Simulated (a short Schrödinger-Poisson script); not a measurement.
Structure: MOS inversion layer, Si3N4 on p-type Si(100), at 300 K.

From the gate side: 1.6 nm Si3N4; 1500 nm Si, acceptors 8.6e16 cm⁻³.

The device is made up for the run: typed textbook-type constants, with dimensions and the other settings drawn at random. Si3N4: permittivity 7.5, conduction-band edge (eV) 1.95, gap (eV) 5.1, electron mass (mₑ) 0.5. Si: permittivity 11.7, conduction-band edge (eV) 0, gap (eV) 1.124, Nv at 300 K (cm⁻³) 3.1e19.

Channel valleys (confinement mass, in-plane density-of-states mass, number): Δ2 0.916, 0.19, 2; Δ4 0.19, 0.417, 4. At the gate the conduction-band edge of layer 1 lies 1.97 eV − eVg above the Fermi level of the channel; the field vanishes at the back. Gaps are held at their typed values at every temperature. Mesh 0.03 nm at interfaces.

From a short Schrödinger-Poisson script (our own, NumPy): 1D Poisson equation in equilibrium, electrons quantum, Hartree (BenDaniel-Duke, 12 states a valley, the channel's in-plane mass for all, wave functions ending at the dielectric), parabolic valleys, classical holes, full ionisation, no traps, pinning or gate leakage.

```
Vg (V)  electrons (cm⁻²)  C (μF/cm²)  Δ2 E0 (meV from the Fermi level)  Δ4 E0 (meV from the Fermi level)
------  ----------------  ----------  --------------------------------  --------------------------------
-0.1              4.27e9       0.117                             204.2                             236.7
-0.05            2.52e10       0.224                             157.6                             191.0
0                1.22e11       0.607                             115.7                             150.6
0.05             3.83e11        1.17                              83.9                             121.7
0.1              8.13e11        1.61                              61.7                             103.4
0.15             1.36e12        1.90                              45.4                              91.5
0.2              1.98e12        2.10                              32.7                              83.2
0.25             2.66e12        2.25                              22.1                              77.0
0.3              3.38e12        2.36                              13.0                              72.1
0.35             4.13e12        2.45                               5.0                              68.1
0.4              4.91e12        2.53                              -2.3                              64.8
0.45             5.70e12        2.59                              -9.0                              61.8
0.5              6.52e12        2.64                             -15.3                              59.2
0.55             7.35e12        2.68                             -21.2                              56.9
0.6              8.19e12        2.72                             -26.9                              54.7
0.65             9.04e12        2.75                             -32.4                              52.7
0.7              9.91e12        2.78                             -37.6                              50.9
0.75             1.08e13        2.80                             -42.8                              49.1
```

Gate voltages with under 1e9 electrons/cm² are left out.

Q: At Vg = 0.75 V the lowest Δ2 subband lies at -42.8 meV from the Fermi level. How many electrons does it hold, and what share of all?

A: The two-dimensional density of states is g m/(πħ²) = 1.59e11 cm⁻² meV⁻¹ (both spins), kT = 25.9 meV, so n = D kT ln(1 + exp(−E/kT)) = 7.51e12 cm⁻², 0.70 of the 1.08e13 cm⁻² in all.

Q: Compare the slope of the sheet density between 0.65 and 0.75 V with the geometric capacitance of the layers between gate and channel.

A: q Δn/ΔV = 2.82 μF/cm²; ε0/Σ(t/ε) = 4.15 μF/cm². The ratio is 0.68: the channel acts as a further capacitance in series.
